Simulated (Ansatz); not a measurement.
Rh in the diamond structure (space group Fd-3m, No. 227; a hypothetical phase, not in the database extracts checked)

```
CELL_PARAMETERS angstrom
      0.00000     2.71653     2.71653
      2.71653     0.00000     2.71653
      2.71653     2.71653     0.00000
ATOMIC_POSITIONS crystal
  Rh 0.75000 0.75000 0.75000
  Rh 0.50000 0.50000 0.50000
```

Level of theory: Ansatz (a program for electronic structure), PBEsol, PAW, cutoff 420 eV, spin-orbit coupling left out. k-mesh 15×15×15 (Γ-centred); smearing 0.05 eV (Fermi–Dirac).

The volume per atom is 20.05 Å³ and the density is 8.52 g/cm³. The band gap is zero and the total energy comes out as -6337.453 eV/atom (σ→0; compares only within this code and set-up).

Whether these cells are dynamically stable was not tested. The final runs are not spin-polarised. Rh has a high density of states at the Fermi level and may be magnetic at this level.
